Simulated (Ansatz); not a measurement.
The reference is WC (space group P-6m2, No. 187; relaxed with 0.1 eV smearing).

```xyz
2
Lattice="2.9127 0.0000 0.0000 -1.4563 2.5225 0.0000 0.0000 0.0000 2.8354" Properties=species:S:1:pos:R:3 pbc="T T T"
W      0.0000     0.0000     0.0000
C      0.0000     1.6816     1.4177
```

Cartesian axes are those of the cell as printed.

Method: r2SCAN (Ansatz, a program for electronic structure, PAW, spin-orbit coupling left out).

Base values:

Band gap: zero
Shortest interatomic distance: 4.156 bohr
Pressure: 0.0 GPa

It is then changed as follows: the cell is stretched by 2.00 % along x with no lateral relaxation; the atoms relax in the strained cell.

Task: What happens to the energy relative to the base?

Result: The energy increases by 9.1 meV/atom.

Task: How does this affect the band gap?

Result: The band gap is still zero.

Task: What does the calculation give for the shortest interatomic distance after the change?

Result: The shortest interatomic distance grows by 0.008 bohr, from 4.156 bohr to 4.164 bohr.

Task: What happens to the pressure?

Result: The pressure (mean of the normal stresses, compression positive) goes from zero to -7.2 GPa.

Whether these cells are dynamically stable was not tested. All final runs are without spin polarisation.
